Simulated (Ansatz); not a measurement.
The reference is GaAs in the zinc blende structure (space group F-43m, No. 216; a = 5.603 Å). Axes: x, y, z lie along the cube axes.

Calculations: plane-wave PAW DFT at the LDA level (Ansatz, a first-principles code, 420 eV), no spin-orbit coupling.

Strains are applied to the cell and any free atomic positions relax.

One change was made to it. Results:

```json
[
 {"quantity": "band gap", "base": "0.49 eV", "after": "0.41 eV"},
 {"quantity": "energy relative to the base (free energy F)", "base": "0 meV/atom", "after": "+1.2 meV/atom"},
 {"quantity": "shortest interatomic distance", "base": "242.6 pm", "after": "242.0 pm"}
]
```

**Question.** Which change produced these results?
A. tensor shear ε_xy = +1.43 %
B. tensor shear ε_xy = +0.86 %
C. tensor shear ε_xy = +2.00 %
D. tensor shear ε_xy = +1.71 %

**Answer.** B, tensor shear ε_xy = +0.86 %. For comparison, the band gap in the other runs: tensor shear ε_xy = +1.71 % gives 0.33 eV; tensor shear ε_xy = +1.43 % gives 0.36 eV; tensor shear ε_xy = +2.00 % gives 0.29 eV.

No phonon test of stability was made. The zero or small gap of GaAs under tensor shear ε_xy = +2.00 % can change with the level of theory.
